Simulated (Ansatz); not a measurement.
Ta2B2Ge (model structure, started from the Ti2InB2 type, P-6m2, No. 187, 5 atoms in the cell): equilibrium lattice constant a by level of theory

No measured value is used here.

Problem. Put these levels in order of the equilibrium lattice constant a that they give for Ta2B2Ge (model structure, started from the Ti2InB2 type, P-6m2, No. 187, 5 atoms in the cell), smallest first: LDA (Ansatz, a program for electronic structure), PBE (Ansatz), PBEsol (Ansatz).

Solution. LDA (3.135 Å), PBEsol (3.155 Å), PBE (3.178 Å)

Density-functional levels without +SOC have no spin–orbit coupling. Ansatz's density-functional and Hartree–Fock values are scalar-relativistic unless marked +SOC, with PAW data made under PBE.

A model structure was made by putting elements into a prototype or built by hand; it is no filed structure, need not be a known phase, and can be a saddle point held by its symmetry.
